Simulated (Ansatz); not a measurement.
The reference is WSe2 in the 2H-MoS2 type structure (space group P6_3/mmc, No. 194; a = 3.279 Å, c = 12.786 Å; layered, stacked along the Cartesian z axis).

The values are results of PBE-D3(BJ) (Ansatz, a first-principles code; PAW; 420 eV plane waves; no SOC), earlier PAW set, not measurements.

For the base:

```
Item                                  Result
---------------------  ---------------------
Band gap                             0.87 eV
Valence-band top at Γ  0.00, -0.96, -1.20 eV
```

The change: Mo takes the place of W on all its sites; the structure is relaxed again.

Tabulated Pauling electronegativity and covalent radius: W 2.36, 1.62 Å; Mo 2.16, 1.54 Å.

Problem. What does the calculation give for the band gap and valence-band top at Γ after the change?

Solution. The band gap drops by 0.13 eV (0.87 eV → 0.74 eV); the valence-band top at Γ (three highest levels, from the VBM) changes from 0.00, -0.96, -1.20 eV to 0.00, -0.68, -1.19 eV.

With W present, leaving out spin-orbit coupling can change the band edges. Stability against distortions was not tested.
